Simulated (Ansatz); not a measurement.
The parent structure is HgI₂ in the 2H-MoS2 type structure (space group P6_3/mmc, No. 194; a = 4.0712 Å, c = 13.5592 Å; a hypothetical phase, not in the database extracts checked; layered, stacked along the Cartesian z axis).

It is then changed as follows: a free-standing slab of 1 layer (3 atoms, 3 a layer) is cut normal to the stacking axis, with 15 Å of vacuum and the in-plane cell relaxed.

Levels (all Ansatz, a program for electronic structure, PAW, earlier PAW set): PBEsol-D3(BJ) (420 eV, without spin-orbit coupling); r2SCAN (500 eV, without spin-orbit coupling); HSE06 (420 eV, spin-orbit coupling left out); PBEsol+SOC (420 eV, with spin-orbit coupling).

At the geometry relaxed with PBEsol-D3(BJ), these levels gave the following band gaps, in shuffled order: (a) 0.56 eV, (b) 1.71 eV, (c) 1.19 eV, (d) 0.90 eV.

Question: Match each gap to its level.

Answer: (a) PBEsol+SOC; (b) HSE06; (c) r2SCAN; (d) PBEsol-D3(BJ).

Single points use the geometry relaxed with PBEsol-D3(BJ). HSE06 gaps are upper bounds (no full band path). The spin-orbit shifts are approximate. Spin-orbit coupling, missing from the scalar runs, can matter with Hg and I. No phonon test of stability was made. The runs without spin-orbit coupling are not spin-polarised.
